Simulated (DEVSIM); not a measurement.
Structure: Schottky contact on n-type Ge, at 300 K.

Layer 1 from the left is Ge, thickness (μm) 0.720, Nd (cm⁻³) 4.5e16, τn (s) 1e-5, τp (s) 1e-5.

Left contact: Schottky, work function 4.45 eV, emission velocity 3.3e6 cm/s. Right contact: ohmic. Voltage is applied to the left contact. Recombination: SRH at mid-gap, radiative, Auger. Mobility is μmin + (μ − μmin)/(1 + (N/Nref)^α).

Constants are typed, rounded textbook-type inputs, not results; the design itself was drawn at random and stands for no fabricated device. Values at 300 K.

Ge: gap (eV) 0.664, affinity (eV) 4, permittivity 16, Nc (cm⁻³) 1.04e19, Nv (cm⁻³) 6e18, μn (cm²/Vs) 3900, μp (cm²/Vs) 1900, μn,min 150, μp,min 100, Nref,n 2.6e17, Nref,p 4e17, αn 0.56, αp 0.6, B (cm³/s) 6.4e-14, Cn (cm⁶/s) 1e-31, Cp (cm⁶/s) 1e-31.

Question: Estimate by hand the built-in potential, the peak field at zero bias, and compare with a numerical solution.

Answer: 
- Built-in potential: barrier φB = 0.450 eV; Vbi = φB − kT/q ln(N_band/N) = 0.309 V; numerical 0.309 V.
- Peak field at zero bias: depletion approximation: W = √(2εVbi/(qN)) = 0.110 μm with N = 4.50e16 cm⁻³; field = 2Vbi/W = 56100 V/cm; numerical 53500 V/cm (estimate above by 4.8 %).

DEVSIM, 1D drift-diffusion, Boltzmann statistics, complete ionisation; no tunnelling, impact ionisation, image-force lowering or self-heating. Metal contacts follow the ideal Schottky-Mott rule: no Fermi-level pinning, no interface dipoles.
